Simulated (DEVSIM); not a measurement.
System: abrupt GaAs p-n junction, at 300 K.

```tsv
layer (left to right)	material	thickness (μm)	Nd (cm⁻³)	Na (cm⁻³)	τn (s)	τp (s)
1	GaAs	1.90	-	4.5e15	1.9e-9	1.9e-9
2	GaAs	75.0	6.9e14	-	1.9e-9	1.9e-9
```

Left contact: ohmic. Right contact: ohmic. Voltage is applied to the left contact. Recombination: SRH at mid-gap, radiative, Auger. Mobility is μmin + (μ − μmin)/(1 + (N/Nref)^α).

The device is made up for the run: typed textbook-type constants, with dimensions and the other settings drawn at random. Values at 300 K.

```csv
parameter,GaAs
gap (eV),1.424
affinity (eV),4.07
permittivity,12.9
Nc (cm⁻³),4.7e17
Nv (cm⁻³),9e18
μn (cm²/Vs),8500
μp (cm²/Vs),400
"μn,min",500
"μp,min",20
"Nref,n",6e16
"Nref,p",1.5e17
αn,0.39
αp,0.38
B (cm³/s),2e-10
Cn (cm⁶/s),1e-30
Cp (cm⁶/s),1e-30
```

Model (solved in DEVSIM): 1D drift-diffusion, Boltzmann statistics, complete ionisation; no tunnelling, impact ionisation, image-force lowering or self-heating.

Problem. Tabulate band edges, carrier densities and field at 1.05 V on the left contact.

Solution. Energies count from the Fermi level of the right contact; mesh points crowd at the junctions.

```
x (μm)   Ec (eV)  Ev (eV)  n (cm⁻³)  p (cm⁻³)  field (V/cm)
-------  -------  -------  --------  --------  ------------
0.000      0.177   -1.246     < 1e2    4.5e15            12
0.03937    0.178   -1.246    7.1e11    4.5e15            12
0.1416     0.178   -1.246    2.6e12    4.5e15            12
0.3904     0.178   -1.246    7.0e12    4.5e15            12
1.270      0.179   -1.245    2.3e13    4.5e15            11
1.673      0.179   -1.246    3.1e13    4.4e15          -140
1.828      0.169   -1.255    4.8e13    3.0e15         -1500
1.897      0.152   -1.272    9.5e13    1.5e15         -3700
1.930      0.141   -1.283    1.5e14    9.9e14         -3100
2.021      0.120   -1.304    3.3e14    4.4e14         -1700
2.261      0.101   -1.323    7.1e14    1.8e14          -290
3.296      0.099   -1.325    7.7e14    7.9e13            25
5.655      0.103   -1.321    7.1e14    1.5e13            13
11.94      0.110   -1.315    6.9e14    1.5e11           ≈ 0
37.51      0.133   -1.291    6.9e14      1300           ≈ 0
61.63      0.155   -1.269    6.9e14     < 1e2           ≈ 0
71.18      0.163   -1.261    6.9e14     < 1e2           ≈ 0
74.77      0.167   -1.257    6.9e14     < 1e2           ≈ 0
76.34      0.168   -1.256    6.9e14     < 1e2           ≈ 0
76.69      0.168   -1.256    6.9e14     < 1e2           ≈ 0
76.84      0.169   -1.255    6.9e14     < 1e2           ≈ 0
76.90      0.169   -1.255    6.9e14     < 1e2           ≈ 0
```
